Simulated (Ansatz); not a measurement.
Take Os in the hcp (Mg type) structure (space group P6_3/mmc, No. 194; a = 2.729 Å, c = 4.309 Å; relaxed with 0.1 eV smearing) as the base.

Computed with PBEsol (Ansatz, an electronic-structure program; PAW; 420 eV plane waves; scalar-relativistic without spin-orbit coupling).

Strains are applied to the cell and any free atomic positions relax.

One change was made to it. Results:

```tsv
quantity	base	after
pressure (mean of the normal stresses, compression positive)	0.0 GPa	-31.0 GPa
energy relative to the base (free energy F)	0 meV/atom	+136 meV/atom
```

Task: Which of these changes matches the shifts?
A) isotropic strain +3.00 %
B) isotropic strain +1.50 %
C) isotropic strain −2.50 %
D) isotropic strain +2.50 %

Result: A, isotropic strain +3.00 %. For comparison, the energy relative to the base in the other runs: isotropic strain −2.50 % gives +116 meV/atom; isotropic strain +1.50 % gives +36 meV/atom; isotropic strain +2.50 % gives +96 meV/atom.

No phonon test of stability was made. The final runs are not spin-polarised.
